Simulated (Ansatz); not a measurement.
# O on the 1x1 (110) surface of rutile TiO2 (cut with top plane O), one in a 2x1 cell, started at the site 'over O at depth 1.2 Å'

Host crystal: rutile TiO2, with a band gap (PBE, scalar-relativistic without spin-orbit coupling).

Level of theory: PBE (plane waves to 420 eV, PAW; Ansatz, a first-principles code).

Slab: 49 atoms, 12.7 Å thick at the start under the adsorbate; k 4x3x1, smearing 0.01 eV, dipole-corrected; 24 atoms held, the rest relaxed; start symmetry kept, larger cells not searched; spin-polarised, no spin-orbit, no U, no dispersion correction. The starting moment vanished. At the end it is bonded to O + 2 Ti. In PBE it is, or lies within 0.03 eV of, the lowest of the starts that converged.

```
Item                                                                                                                                                     Value
---------------------------------------------------------------------------------------------  ---------------------------------------------------------------
energy of the end state, in which the adsorbate paired with a surface O atom, against ½ O2(g)                                                       108 kJ/mol
change of the step from the bottom to the top vacuum level, against the clean slab                                                                    0.049 eV
energy released by relaxation                                                                                                                          1.31 eV
height of the binding atom over the mean of the host atoms within 0.3 Å of the top one                                                                -0.170 Å
magnetic moment of the cell                                                                                                                            0.00 μB
largest move of a host atom                                                                                                                             0.36 Å
note                                                                                           in the relaxation the adsorbate left its starting site by 0.5 Å
```

A negative adsorption energy means that the adsorbate is more stable on the surface than in its reference.
